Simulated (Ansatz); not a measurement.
A (12,0) MgO nanotube has 48 atoms in a period of 5.693 Å, a mean diameter of 12.71 Å, and lies 14 meV/atom over the flat sheet relaxed at the same level.

Method: PBE (plane waves to 420 eV, PAW; Ansatz, a first-principles code). Mesh 1×1×6. No spin polarisation. It repeats along c; a and b span vacuum. A hypothetical model, rolled from the flat sheet. Only distortions within the start's symmetry and period were free.

### Question
Which bending rigidity of the sheet does this imply in the thin-plate picture?

### Answer
A plate bent to radius R stores D/(2R²) an area. The area an atom is π × 12.71 × 5.693/48 = 4.74 Å², so the stored energy is 0.014/4.74 = 0.0030 eV/Å². With R = 6.355 Å, D = 2R² × 0.0030 = 0.24 eV.
